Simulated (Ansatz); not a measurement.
The parent structure is CaO in the rock salt structure (space group Fm-3m, No. 225).

```
CELL_PARAMETERS angstrom
      0.00000     2.38356     2.38356
      2.38356     0.00000     2.38356
      2.38356     2.38356     0.00000
ATOMIC_POSITIONS crystal
  Ca 0.00000 0.00000 0.00000
  O  0.50000 0.50000 0.50000
```

The values are results of Ansatz (a program for electronic structure) PBEsol, without spin-orbit coupling, not measurements.

Strains are applied to the cell and any free atomic positions relax.

One change was made to it. Results:

The band gap decreases by 0.018 eV (3.54 eV → 3.53 eV); the smallest direct gap drops by 0.03 eV to 3.89 eV; the width of the top valence band goes up by 0.06 eV, from 1.26 eV to 1.32 eV; the pressure goes from zero to 3.72 GPa.

Problem. Which change produced these results?
(A) isotropic strain −2.50 %
(B) isotropic strain −0.50 %
(C) isotropic strain −1.00 %
(D) isotropic strain −3.00 %
(E) isotropic strain −1.50 %

Solution. C, isotropic strain −1.00 %. For comparison, the pressure in the other runs: isotropic strain −0.50 % gives 1.79 GPa; isotropic strain −2.50 % gives 10.36 GPa; isotropic strain −3.00 % gives 12.90 GPa; isotropic strain −1.50 % gives 5.78 GPa.

No phonon test of stability was made.
